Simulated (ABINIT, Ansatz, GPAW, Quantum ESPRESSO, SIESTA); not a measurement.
# HfZn2 (Fd-3m, 6 atoms in the cell) computed with different codes at matched settings

Self-consistent single point.

```xyz
6
Lattice="0.0000 3.5556 3.5556 3.5556 0.0000 3.5556 3.5556 3.5556 0.0000" Properties=species:S:1:pos:R:3 pbc="T T T"
Hf     5.3335     5.3335     5.3335
Hf     3.5556     3.5556     3.5556
Zn     2.6667     2.6667     0.8889
Zn     2.6667     0.8889     2.6667
Zn     0.8889     0.8889     0.8889
Zn     0.8889     2.6667     2.6667
```
Moments meant for the start (each program seeds them in its own way; μB, in the order of the atoms Hf Hf Zn Zn Zn Zn): 1.0 1.0 0.0 0.0 0.0 0.0.

All programs got the same cell, k-point mesh and kind of occupations, and the same starting moments (in Ansatz's words: kpoints.mp_grid.grid = 5 5 5; magnetization.spin_polarized = true; scf.occupations.method = fermi_dirac; scf.occupations.width = 0.1 eV); potentials, basis and cutoffs are each program's usual ones.

```json
[
 {"code": "ABINIT", "model": "LDA (PW92), PAW (JTH v2.0 LDA PAW)", "pressure (GPa)": "1.68", "k-points": "10", "cutoff": "60 Ry"},
 {"code": "Ansatz", "model": "LDA (PW92), PAW files made with PBE", "pressure (GPa)": "1.88", "k-points": "10", "cutoff": "default"},
 {"code": "GPAW", "model": "LDA (Perdew-Wang 92), GPAW PAW datasets LDA (gpaw-data 1.0.1)", "pressure (GPa)": "1.79", "k-points": "10", "cutoff": "850 eV"},
 {"code": "SIESTA", "model": "LDA PW92, numerical atomic orbitals DZP, PseudoDojo LDA standard norm-conserving potentials (rewritten from UPF to PSML)", "pressure (GPa)": "0.41", "k-points": "63", "cutoff": "grid 350 Ry"},
 {"code": "Quantum ESPRESSO", "model": "LDA (PZ), PSlibrary PAW (LDA) pseudopotentials", "pressure (GPa)": "0.00", "k-points": "10", "cutoff": "55 Ry"}
]
```

The spread over the programs that give each value: pressure within 1.88 GPa.

The starting cell comes from a database of computed structures (which also holds hypothetical and non-ambient phases and stackings), without a prior relaxation at this level. Its lattice was rescaled by a random factor within 2.5 % of one. On Ansatz's run: Spin-orbit coupling is off. The starting moments vanished: the run ended non-magnetic. The program warned that a starting moment was not kept.

Task: Why do the programs differ, and what cannot be compared?

Result: Differences of this kind can come from the potentials, where these differ, and from what each basis and cutoff leave unconverged. The valence holds different numbers of electrons (ABINIT 72, Ansatz (a quantum-chemistry and plane-wave program) 100, GPAW 72, SIESTA 104, Quantum ESPRESSO 72). The zero of total energies and Fermi levels follows the potentials and each program's conventions, so they are not compared here. SIESTA uses small atom-centred bases, whose incompleteness enters pressures, forces and empty levels differently from a plane-wave cutoff. Ansatz's pressure is given at a fixed set of plane waves, as the other plane-wave codes print theirs; with its correction for the finite basis it is 1.94 GPa. The same LDA comes in different parametrisations, which differ slightly. The programs reduce the same mesh by symmetry to different extents, which changes the work and not the result. In the pressure, SIESTA (by 1.32) and Quantum ESPRESSO (by 1.73) lie more than 1 GPa from the median of the plane-wave programs.

Left out of this page: Elk and FLEUR (not drawn, or without a comparable value).

Keys are those of Ansatz 0.2.
